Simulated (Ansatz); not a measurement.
Base system: InAgTe₂ in the chalcopyrite structure (space group I-42d, No. 122; a = 6.354 Å, c = 12.637 Å). Axes: x, y, z lie along a, b, c of the conventional cell.

Calculations: LDA (Ansatz, a quantum-chemistry and plane-wave program, PAW, no SOC).

For the base:

| Quantity | Value |
|---|---|
| Shortest interatomic distance | 2.709 Å |

It is then changed as follows: biaxial strain −3.00 %, plane normal [001], relaxed out of plane (Cartesian); in-plane vectors clamped, the third vector and the atoms free.

Problem. Estimate the effect on the shortest interatomic distance.

Solution. The shortest interatomic distance drops by 0.0196 Å, from 2.709 Å to 2.690 Å.

Problem. What happens to the energy relative to the base?

Solution. The energy rises by 8.5 meV/atom.

The mesh was chosen for an insulator and is coarse for the gapless case. Stability against distortions was not tested. The final runs are not spin-polarised.
